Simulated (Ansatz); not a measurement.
An Ansatz (a quantum-chemistry and plane-wave program) input (PBE, PAW, 420 eV (Ansatz; no SOC), earlier PAW set):

Ansatz 0.2 input:
```yaml
crystal:
  lattice:
    - [2.8079250803, 0, 0]
    - [0, 2.8079250803, 0]
    - [0, 0, 17.0646100849]
  atoms:
    - { symbol: S, position: [0, 0, 0.5] }
    - { symbol: Pd, position: [0.5, 0.5, 0.2520307323] }
    - { symbol: Pd, position: [0, 0, 0] }
    - { symbol: Pd, position: [0.5, 0.5, 0.7479692677] }
    - { symbol: Zn, position: [0.5, 0, 0.8740278265] }
    - { symbol: Zn, position: [0, 0.5, 0.6254967908] }
    - { symbol: Zn, position: [0.5, 0, 0.3745032092] }
    - { symbol: Zn, position: [0, 0.5, 0.1259721735] }
basis: { ecutwfc: 420, ecutrho_ratio: 4, xc_grid: 2, fft_grid_basis: typed }
kpoints: { mp_grid: { grid: [16, 16, 3] } }
hamiltonian:
  xc: pbe
  dispersion: none
  pseudopotentials: { azcp: { folder: ./paw }, kind: paw }
scf: { occupations: { method: fermi_dirac, width: 0.05 }, convergence: { dr2_threshold: 0.0000000008 } }
output: { forces: true, stress: true }
checkpoint: { write: state.ck, write_every: 1000 }
```

Which symmetry and how many k-points will the program report, and about how many plane waves at Γ?

Space group P-4m2 (ITA 115) with 8 operations, k-points 90 of 768, and 2669 plane waves at Γ.

These are small ordered cells, not random alloys; other orderings at the same x differ. Stability against distortions was not tested. The final runs are not spin-polarised. The cell was made from ZnS by this change: x(Pd) = 0.75, 8 atoms, P-4m2. Under x(Pd) = 0.75, 8 atoms, P-4m2 the cell changed shape so far that it is another structure.
